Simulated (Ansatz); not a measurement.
The reference is YN in the rock salt structure (space group Fm-3m, No. 225; a = 4.8561 Å).

Modification: hydrostatic tension (pressure −1 GPa).

Levels (all Ansatz, a first-principles code, PAW): PBEsol (420 eV, no SOC); HSE06 (420 eV, no SOC).

The geometry is relaxed with PBEsol.

| Item | Result |
|---|---|
| PBEsol band gap | 0.09 eV |

Question: What does HSE06 give at this geometry for the band gap?

Answer: The band gap grows by 0.97 eV (0.09 eV → 1.06 eV).

Single points use the geometry relaxed with PBEsol. HSE06 gaps are upper bounds (no full band path). Load acts through the strain it causes; cell and atoms are relaxed under it. Whether these cells are dynamically stable was not tested. The base started in Pnma and relaxed to Fm-3m at this level. The zero or small gap of YN can change with the level of theory.
